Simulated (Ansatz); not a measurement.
Ansatz (a program for electronic structure) run on ScZn3 (P6_3/mmc, 8 atoms in the cell): self-consistent single point.

Method: LDA (PW92), PAW files made with PBE (plane waves; Ansatz).

The change in words: lattice scaled by 0.98. Reference geometry:
```yaml
crystal:
  lattice:
    - [5.80685, 0.00000, 0.00000]
    - [-2.90342, 5.02888, 0.00000]
    - [0.00000, 0.00000, 4.28978]
  atoms:
    - { symbol: Sc, position: [0.33333, 0.66667, 0.75000] }
    - { symbol: Sc, position: [0.66667, 0.33333, 0.25000] }
    - { symbol: Zn, position: [0.84266, 0.68533, 0.75000] }
    - { symbol: Zn, position: [0.15734, 0.31467, 0.25000] }
    - { symbol: Zn, position: [0.15734, 0.84266, 0.25000] }
    - { symbol: Zn, position: [0.84266, 0.15734, 0.75000] }
    - { symbol: Zn, position: [0.31467, 0.15734, 0.75000] }
    - { symbol: Zn, position: [0.68533, 0.84266, 0.25000] }
```

Reference input (self-consistent single point, DFT, LDA (PW92), plane waves, PAW files made with PBE): kpoints.mp_grid.grid = 5 5 5; hamiltonian.xc = lda; hamiltonian.pseudopotentials = {kind: paw} (the program's default PAW files); scf.occupations.method = fermi_dirac; scf.occupations.width = 0.05 eV. This run's input differs from it in these lines:

```diff
@@ -2,5 +2,5 @@
   lattice:
-    - [5.806845, 0.000000, 0.000000]
-    - [-2.903422, 5.028875, 0.000000]
-    - [0.000000, 0.000000, 4.289779]
+    - [5.690708, 0.000000, 0.000000]
+    - [-2.845354, 4.928298, 0.000000]
+    - [0.000000, 0.000000, 4.203983]
   atoms:
```

The program printed (abridged):

```
SCF iter   1: F=—  HF=-23662.461276 eV  |F-HF|=—  |Δ(HF+E_count)|=         —  Δρ=1.20e-1  dr2=1.97e1  ethr=3.10e-3  ⟨swp⟩=5.9  Hψ=3559  notcnv=0
all-band conjugate gradients solve this SCF's bands
preconditioner: auto → Kerker (q_TF=auto, 2.627 Å⁻¹)
SCF iter   2: F=—  HF=-23659.354532 eV  |F-HF|=—  |Δ(HF+E_count)|=    3.11e0  Δρ=3.29e-2  dr2=3.70e0  ethr=3.10e-3  ⟨swp⟩=2.8  Hψ=1736  notcnv=0  defer=28
   [... lines left out ...]
SCF iter   6: F=—  HF=-23658.323438 eV  |F-HF|=—  |Δ(HF+E_count)|=   2.35e-3  Δρ=5.10e-4  dr2=4.59e-4  ethr=1.12e-5  ⟨swp⟩=2.0  Hψ=1422  notcnv=0  defer=29
SCF iter   7: F=—  HF=-23658.323448 eV  |F-HF|=—  |Δ(HF+E_count)|=   9.53e-6  Δρ=1.55e-4  dr2=4.32e-5  ethr=4.88e-7  ⟨swp⟩=2.0  Hψ=1411  notcnv=0  defer=29
SCF iter   8: F=—  HF=-23658.323439 eV  |F-HF|=—  |Δ(HF+E_count)|=   8.77e-6  Δρ=2.68e-5  dr2=9.78e-7  ethr=4.60e-8  ⟨swp⟩=2.5  Hψ=1362  notcnv=0  defer=29
SCF iter   9: F=-23658.323439 eV  HF=-23658.323439 eV  |F-HF|=2.38e-8  |Δ(HF+E_count)|=   1.96e-7  Δρ=5.83e-6  dr2=2.94e-8  ethr=1.06e-10  ⟨swp⟩=12.7  Hψ=3977  notcnv=0
SCF 1 converged in 9 iterations: F = -23658.323439 eV  dr2 = 2.94e-8
Free energy (F): -23658.323439 eV
Internal energy: -23658.293627 eV  (E = F + TS)
E sigma→0 (E₀):  -23658.308533 eV
Entropy (-TS):   -0.029812 eV (-3.726 meV/atom)
Fermi energy:    12.061323 eV
--- Forces (eV/Å), atoms counted from 1 ---
  atom   1  Sc    -0.00000000     0.00000000     0.00000000
  atom   2  Sc    -0.00000000    -0.00000000     0.00000000
  atom   3  Zn     0.00000000    -0.02679193     0.00000000
  atom   4  Zn    -0.00000000     0.02679193     0.00000000
  atom   5  Zn     0.02320249    -0.01339597     0.00000000
  atom   6  Zn    -0.02320249     0.01339597     0.00000000
  atom   7  Zn     0.02320249     0.01339597     0.00000000
  atom   8  Zn    -0.02320249    -0.01339597     0.00000000
--- Stress (GPa, compression-positive) ---
        2.395779       0.000000       0.000000
        0.000000       2.395779       0.000000
        0.000000       0.000000       2.509544
  P = ⅓ Tr σ = 2.4337 GPa (24.337 kbar)
  The stress holds the Pulay correction. Without it, at fixed plane waves, as pw.x and ABINIT print it: P = 2.3898 GPa
```

The run converged in 9 iterations. Against the reference run the free energy drops by 4.1 meV/atom, the pressure goes from -3.51 to 2.43 GPa and the largest force goes from 0.014 to 0.027 eV/Å.

The starting cell comes from a database of computed structures (which also holds hypothetical and non-ambient phases and stackings), without a prior relaxation at this level. Its lattice was rescaled by a random factor within 2.5 % of one. For this run, on top of that: lattice scaled by 0.98. Ansatz's pressure includes its estimate of the finite-basis (Pulay) stress.

Keys are those of Ansatz 0.2.
